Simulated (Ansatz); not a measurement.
The parent structure is Tl2S in the anti-fluorite structure (space group Fm-3m, No. 225; a = 7.375 Å; a hypothetical phase, not in the database extracts checked). Axes: x, y, z lie along the cube axes.

The values are results of plane-wave PAW DFT at the PBE level (Ansatz, a program for electronic structure, 420 eV), spin-orbit coupling left out, not measurements.

Strains are applied to the cell and any free atomic positions relax.

One change was made to it. Results:

```csv
quantity,base,after
energy relative to the base (free energy F),0 meV/atom,+0.5 meV/atom
"pressure (mean of the normal stresses, compression positive)",0.0 GPa,0.3 GPa
```

**Question.** Which of these changes matches the shifts?
A) uniaxial strain ε_xx = −1.15 %
B) uniaxial strain ε_xx = −3.65 %
C) uniaxial strain ε_yy = +5.47 %

**Answer.** A, uniaxial strain ε_xx = −1.15 %. For comparison, the energy relative to the base in the other runs: uniaxial strain ε_xx = −3.65 % gives +4.7 meV/atom; uniaxial strain ε_yy = +5.47 % gives +9.7 meV/atom.

The mesh was chosen for an insulator and is coarse for the gapless case. Stability against distortions was not tested. The final runs are not spin-polarised.
